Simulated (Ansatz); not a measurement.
A self-consistent single point of BaTiO₃ (Amm2, 5 atoms in the cell) with Ansatz (a first-principles code).

Method: LDA (PW92), harder PAW files (source: ansatz) made with PBE (plane waves; Ansatz).

The change in words: lattice scaled by 0.98; basis.ecutwfc: 30.9 Ry → 102.5 Ry; hamiltonian.pseudopotentials: {kind: paw} (the program's default PAW files) → {kind: paw, source: ansatz}. Reference geometry:
```
BaTiO3
1.0
    4.00325     0.00000     0.00000
    0.00000     2.87691     2.88972
    0.00000    -2.87691     2.88972
Ba Ti O
1 1 3
Direct
  0.00000   0.01206   0.01206
  0.50000   0.51850   0.51850
  0.50000   0.97843   0.49135
  0.50000   0.49135   0.97843
  0.00000   0.48820   0.48820
```

Reference input (self-consistent single point, DFT, LDA (PW92), plane waves, default PAW files made with PBE): basis.ecutwfc = 30.9 Ry; kpoints.mp_grid.grid = 6 6 6; hamiltonian.xc = lda; hamiltonian.pseudopotentials = {kind: paw} (the program's default PAW files); scf.occupations.method = fixed. This run's input differs from it in these lines:

Ansatz 0.2 input:
```diff
@@ -3,5 +3,5 @@
   lattice:
-    - [4.003247, 0.000000, 0.000000]
-    - [0.000000, 2.876908, 2.889717]
-    - [0.000000, -2.876908, 2.889717]
+    - [3.923182, 0.000000, 0.000000]
+    - [0.000000, 2.819370, 2.831923]
+    - [0.000000, -2.819370, 2.831923]
   atoms:
@@ -13,3 +13,3 @@
 basis:
-  ecutwfc: 30.9 Ry
+  ecutwfc: 102.5 Ry
 kpoints:
@@ -18,3 +18,3 @@
   xc: lda
-  pseudopotentials: { kind: paw }
+  pseudopotentials: { kind: paw, source: ansatz }
 scf:
```

Output (repeated stretches shortened):

```
SCF iter   1: F=—  HF=-9892.383251 eV  |F-HF|=—  |Δ(HF+E_count)|=         —  Δρ=8.93e-2  dr2=6.33e0  ethr=3.10e-3  ⟨swp⟩=4.5  Hψ=5169  notcnv=0  defer=95
all-band conjugate gradients solve this SCF's bands
preconditioner: auto → Resta (q_TF=auto, 2.532 Å⁻¹)
SCF iter   2: F=—  HF=-9890.713957 eV  |F-HF|=—  |Δ(HF+E_count)|=    1.67e0  Δρ=4.98e-2  dr2=8.92e-1  ethr=3.10e-3  ⟨swp⟩=3.7  Hψ=3163  notcnv=0  defer=108
   [... lines left out ...]
SCF iter   7: F=—  HF=-9890.412166 eV  |F-HF|=—  |Δ(HF+E_count)|=   4.77e-5  Δρ=1.03e-3  dr2=8.52e-4  ethr=2.47e-6  ⟨swp⟩=2.0  Hψ=2051  notcnv=0  defer=156
SCF iter   8: F=—  HF=-9890.412019 eV  |F-HF|=—  |Δ(HF+E_count)|=   1.47e-4  Δρ=3.20e-4  dr2=8.20e-5  ethr=2.13e-6  ⟨swp⟩=2.0  Hψ=1751  notcnv=0  defer=155
SCF iter   9: F=—  HF=-9890.411812 eV  |F-HF|=—  |Δ(HF+E_count)|=   2.08e-4  Δρ=1.41e-5  dr2=1.32e-7  ethr=2.05e-7  ⟨swp⟩=1.9  Hψ=1401  notcnv=0  defer=66
SCF iter  10: F=-9890.411812 eV  HF=-9890.411812 eV  |F-HF|=2.37e-9  |Δ(HF+E_count)|=   1.69e-7  Δρ=3.27e-6  dr2=3.83e-9  ethr=2.50e-10  ⟨swp⟩=13.0  Hψ=8255  notcnv=0
SCF 1 converged in 10 iterations: F = -9890.411812 eV  dr2 = 3.83e-9
Free energy (F): -9890.411812 eV
Internal energy: -9890.411812 eV  (E = F + TS)
E sigma→0 (E₀):  -9890.411812 eV
Fermi energy:    10.272841 eV
--- Forces (eV/Å), atoms counted from 1 ---
  atom   1  Ba     0.00000000     0.00000000    -0.24847419
  atom   2  Ti     0.00000000     0.00000000    -0.01127074
  atom   3  O      0.00000000     0.19761979     0.15132689
  atom   4  O      0.00000000    -0.19761979     0.15132689
  atom   5  O      0.00000000     0.00000000    -0.04288864
--- Stress (GPa, compression-positive) ---
       -1.791414       0.000000       0.000000
        0.000000      -1.496330       0.000000
        0.000000       0.000000      -1.594647
  P = ⅓ Tr σ = -1.6275 GPa (-16.275 kbar)
  The stress holds the Pulay correction. Without it, at fixed plane waves, as pw.x and ABINIT print it: P = -1.6375 GPa
```

The run converged in 10 iterations. Against the reference run the pressure goes from -11.30 to -1.63 GPa, the largest force goes from 0.587 to 0.249 eV/Å and the gap on the mesh goes from 2.086 to 2.223 eV.

The starting cell comes from a database of computed structures (which also holds hypothetical and non-ambient phases and stackings), without a prior relaxation at this level. Its lattice was rescaled by up to half a per cent. One atom was moved a little off its site on purpose. For this run, on top of that: lattice scaled by 0.98. Ansatz's pressure includes its estimate of the finite-basis (Pulay) stress.

Cost on one core of a shared machine: roughly 40 s.
